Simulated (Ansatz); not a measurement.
## Several settings converged on LaPt₂ (R3m, 6 atoms in the cell)

```yaml
crystal:
  lattice:
    - [0.00000, 3.89244, 3.89244]
    - [3.89244, 0.00000, 3.89244]
    - [3.89244, 3.89244, 0.00000]
  atoms:
    - { symbol: La, position: [0.50371, 0.50371, 0.50371] }
    - { symbol: La, position: [0.75000, 0.75000, 0.75000] }
    - { symbol: Pt, position: [0.12500, 0.12500, 0.12500] }
    - { symbol: Pt, position: [0.62500, 0.12500, 0.12500] }
    - { symbol: Pt, position: [0.12500, 0.12500, 0.62500] }
    - { symbol: Pt, position: [0.12500, 0.62500, 0.12500] }
```

Base method: LDA (PW92), default PAW files made with PBE (plane waves; Ansatz, a first-principles code).

Base settings: basis.ecutwfc = 420 eV; kpoints.mp_grid.grid = 5 5 5; hamiltonian.xc = lda; hamiltonian.pseudopotentials = {kind: paw} (the program's default PAW files); scf.occupations.method = fermi_dirac; scf.occupations.width = 0.1 eV.

The count of work is k-points × plane waves × bands × iterations; it is no time. Core times come from one kind of shared machine, to one figure; runs under 30 s give none.

**The cutoff for other potential files**

Level: DFT, LDA (PW92), plane waves, harder PAW files (source: ansatz) made with PBE.

In this ladder: hamiltonian.pseudopotentials = {kind: paw, source: ansatz}.

The second cell is the first with its lattice scaled by 0.98.

The mesh stays at the base's, so the ladder's end is converged at best in this setting alone.

The first pressure column holds Ansatz's estimate of the finite-basis (Pulay) stress, which hides part of the cutoff error; the other is without it.

Only quantities that move along the ladder and can be compared are tabulated.

| basis.ecutwfc | free energy less the last step's (meV/atom) | energy of the compressed cell less the first (meV/atom) | pressure (GPa) | pressure without the Pulay estimate (GPa) | largest difference of a force vector from the last step's (eV/Å) | count of work / last | core time / last (rough) |
|---|---|---|---|---|---|---|---|
| 270 eV | 6071.05 | -110.96 | -10.95 | -226.27 | 0.019 | 0.093 | – |
| 330 eV | 1291.67 | -5.48 | -6.92 | -69.00 | 0.063 | 0.14 | – |
| 420 eV | 91.50 | -5.62 | -5.67 | -12.43 | 0.005 | 0.20 | 0.2 |
| 510 eV | 5.40 | -5.32 | -5.64 | -5.99 | 0.000 | 0.28 | 0.3 |
| 600 eV | 2.52 | -5.24 | -5.64 | -5.65 | 0.000 | 0.35 | 0.3 |
| 720 eV | 1.87 | -5.24 | -5.64 | -5.66 | 0.000 | 0.46 | 0.4 |
| 900 eV | 0.89 | -5.24 | -5.64 | -5.66 | 0.000 | 0.65 | 0.7 |
| 1200 eV | 0.00 | -5.24 | -5.64 | -5.64 | 0.000 | 1.0 | 1 |

Coarsest basis.ecutwfc that holds the pressure within 0.5 GPa of the last step, with all finer ones: 420 eV, at 0.20 of the last step's count of work and about 0.2 of the last step's time; the step before is off by 1.3 GPa.

Coarsest basis.ecutwfc that holds the pressure without the Pulay estimate within 1 GPa of the last step, with all finer ones: 510 eV, at 0.28 of the last step's count of work and about 0.3 of the last step's time; the step before is off by 6.8 GPa.

Coarsest basis.ecutwfc that holds the energy of the compressed cell less the first within 0.2 meV/atom of the last step, with all finer ones: 510 eV, at 0.28 of the last step's count of work and about 0.3 of the last step's time; the step before is off by 0.38 meV/atom.

The energy difference between the two cells stays within 1 meV/atom of the last step's from 330 eV on, the total only from 900 eV on: much of the error is common to both cells and cancels.

At the lowest cutoff the pressure without the Pulay estimate lies 221 GPa under the last step's, the usual sign of Pulay stress in an incomplete plane-wave basis.

**The relaxed cell against the cutoff**

On LaPt₂ (Fd-3m, 6 atoms in the cell): atoms on their sites.

In this ladder: relax = cell and atoms.

The mesh stays at the base's, so the ladder's end is converged at best in this setting alone.

Only quantities that move along the ladder and can be compared are tabulated.

```csv
basis.ecutwfc,relaxed volume (Å³/atom),relaxation steps,core time / last (rough)
250 eV,19.165,19,0.7
295 eV,19.008,12,0.6
355 eV,18.972,7,–
420 eV,18.972,5,–
505 eV,18.972,5,0.5
630 eV,18.972,5,0.6
840 eV,18.972,5,1
```

Coarsest basis.ecutwfc that holds the relaxed volume within 0.019 Å³/atom of the last step, with all finer ones: 355 eV; the step before is off by 0.037 Å³/atom.

At the lowest cutoff the cell relaxes to a volume 1.0 % larger than at the highest. Ansatz relaxes on a stress corrected for the finite basis.

On the base run: the starting cell comes from a database of computed structures (which also holds hypothetical and non-ambient phases and stackings), without a prior relaxation at this level. Its lattice was rescaled by up to half a per cent. One atom was moved a little off its site on purpose. Spin polarisation is off.

Left out of this page: 1 run of the series failed or unconverged.

Keys are those of Ansatz 0.2.
